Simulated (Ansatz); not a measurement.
The reference is SiC in the wurtzite structure (space group P6_3mc, No. 186; a = 3.0760 Å, c = 5.0478 Å). Axes: x lies along a and z along c of the hexagonal cell.

Level of theory: PBEsol (Ansatz, a quantum-chemistry and plane-wave program), no spin-orbit coupling, earlier PAW set.

Base values:

```
Property                         Result
-----------------------------  --------
Band gap                        2.13 eV
Width of the top valence band   3.93 eV
Pressure                       0.01 GPa
```

The change: tensile biaxial strain of 0.85 % in the plane normal to [001], as in epitaxy on a mismatched substrate; the out-of-plane cell vector and the atoms relax.

**Question.** How does this affect the band gap?

**Answer.** The band gap goes up by 0.10 eV (2.13 eV → 2.23 eV).

**Question.** Estimate the effect on the width of the top valence band.

**Answer.** The width of the top valence band decreases by 0.11 eV, from 3.93 eV to 3.82 eV.

**Question.** Estimate the effect on the pressure.

**Answer.** The pressure (mean of the normal stresses, compression positive) falls by 3.30 GPa to -3.29 GPa.

No phonon test of stability was made.
